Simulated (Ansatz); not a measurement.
**What uniaxial strain ε_yy = +4.87 % does to Cs2AgBiBr6**

The parent structure is Cs₂AgBiBr₆ (space group Fm-3m, No. 225; a = 11.187 Å). Axes: x, y, z lie along the cube axes.

Modification: the cell is stretched by 4.87 % along y with no lateral relaxation; the atoms relax in the strained cell.

All numbers come from PBEsol (Ansatz, an electronic-structure program; PAW; 420 eV plane waves; no spin-orbit coupling). Γ-centred 5×5×5 mesh, Fermi–Dirac width 0.05 eV.

```tsv
quantity	base	changed	shift
volume per atom	35.00 Å³	36.71 Å³	+1.705 Å³
space group	Fm-3m (No. 225)	I4/mmm (No. 139)	–
shortest interatomic distance	2.753 Å	2.736 Å	-0.017 Å
energy relative to the base (free energy F)	0 meV/atom	+9.0 meV/atom	+9.0 meV/atom
pressure (mean of the normal stresses, compression positive)	0.0 kbar	-9.5 kbar	-9.5 kbar
band gap	1.10 eV	1.05 eV	-0.042 eV
gap character	–	indirect, X → N	–
smallest direct gap	2.23 eV	2.17 eV	-0.06 eV
hole mass	0.17 mₑ along k, 0.69 mₑ across (at X)	0.18 mₑ along x, 2.0 mₑ along y, 0.34 mₑ along z (at X)	–
largest internal atomic displacement	–	0.097 Å	–
stress (xx, yy, zz, yz, xz, xy; compression positive)	–	(-0.70, -1.46, -0.70, 0.00, 0.00, 0.00) GPa	–
```

Final structure:

```
Cs2AgBiBr6
1.0
    0.00000     5.86605     5.59364
    5.59364     0.00000     5.59364
    5.59364     5.86605     0.00000
Cs Ag Bi Br
2 1 1 6
Direct
  0.25000   0.25000   0.25000
  0.75000   0.75000   0.75000
  0.50000   0.50000   0.50000
  0.00000   0.00000   0.00000
  0.74455   0.25545   0.25545
  0.25545   0.74455   0.74455
  0.24561   0.75439   0.24561
  0.75439   0.24561   0.75439
  0.25545   0.25545   0.74455
  0.74455   0.74455   0.25545
```

Spin-orbit coupling, missing from the scalar runs, can matter with Bi. Masses are band curvatures over ±0.01 Å⁻¹ around the edge. Along k means along the line from Γ to the band edge. Stability against distortions was not tested. Labels are those of the standard path for the cell's own space group.
